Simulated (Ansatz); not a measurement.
Take Hf in the hcp (Mg type) structure (space group P6_3/mmc, No. 194; relaxed with 0.1 eV smearing) as the base.

```xyz
2
Lattice="3.1174 0.0000 0.0000 -1.5587 2.6997 0.0000 0.0000 0.0000 4.9501" Properties=species:S:1:pos:R:3 pbc="T T T"
Hf     1.5587     0.8999     3.7126
Hf     0.0000     1.7998     1.2375
```

All numbers come from Ansatz (a program for electronic structure) LDA, scalar-relativistic without spin-orbit coupling.

For the base:

```
Item        Value
--------  -------
Pressure  0.0 GPa
Band gap     zero
```

Now apply this change: an isotropic linear strain of +0.50 %; the atoms relax in the strained cell.

Q: How does this affect the energy relative to the base, pressure and band gap?

A: The energy rises by 1.7 meV/atom; the pressure (mean of the normal stresses, compression positive) goes from zero to -1.8 GPa; the band gap remains zero.

Stability against distortions was not tested. All final runs are without spin polarisation.
